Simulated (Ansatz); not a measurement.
Zr₃Si₂ (P4/mbm, No. 127, 10 atoms in the cell; start mp-1207024)

Computed with r²SCAN (plane waves, PAW; Ansatz, a quantum-chemistry and plane-wave program).

Numerical settings: plane-wave cutoff 560 eV, 8×8×16 k mesh (along the axes of the cell as run), Fermi–Dirac smearing 0.05 eV, scalar-relativistic PAW data made under PBE.

Cell (relaxed at this level):

Zr3Si2 is modelled in the tetragonal space group P4/mbm (No. 127), Pearson symbol tP10. Conventional cell: a = 7.107 Å, b = 7.107 Å, c = 3.708 Å, α = 90.00°, β = 90.00°, γ = 90.00°. Zr1 on 4h is surrounded by 6 Si at 2.765–2.828 Å. Zr2 on 2a is surrounded by 4 Si at 2.823 Å (square planar). Si on 4g has 1 Si at 2.452 Å and 8 Zr at 2.765–2.828 Å. (Neighbours: up to the widest gap in distance over summed covalent radii, below 1.35, at either atom; cation-cation and far metal-metal contacts left out.)

```json
{
  "band_gap": "none"
}
```

Note: the relaxation could not lower the start's symmetry, so the cell can be a saddle point above a distorted one.

Spin–orbit coupling is not included.

Computing time: around 17 core-minutes (rough).

A start named mp-… is a Materials Project structure, which need not be a measured phase.
